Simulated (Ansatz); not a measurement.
Take TaN (space group P-6m2, No. 187; a = 2.9362 Å, c = 2.8849 Å) as the base. Axes: x lies along a and z along c of the hexagonal cell.

Calculations: Ansatz (an electronic-structure program), r2SCAN, PAW, cutoff 500 eV, no spin-orbit coupling, earlier PAW set.

Base values:

The pressure is 0.0 GPa. The band gap is zero and the shortest interatomic distance is 2.226 Å.

One thing is altered: the symmetric strain tensor [0.0146 -0.0085 0.0091; -0.0085 -0.0032 0.0188; 0.0091 0.0188 0.0064], atoms relaxed at fixed cell.

Problem. What does the calculation give for the energy relative to the base, pressure, band gap and shortest interatomic distance after the change?

Solution. The energy increases by 23 meV/atom; the pressure (mean of the normal stresses, compression positive) goes from zero to -5.3 GPa; the band gap is still zero; the shortest interatomic distance drops by 0.0365 Å, from 2.226 Å to 2.189 Å.

A case with no gap was solved on a k-mesh chosen for an insulator, which is coarse for it. Spin-orbit coupling, missing from the scalar runs, can matter with Ta. Stability against distortions was not tested. All final runs are without spin polarisation. This is not the structure that TaN has at room temperature and ambient pressure. A zero or small gap of TaN can be the functional's error rather than a property of the material.
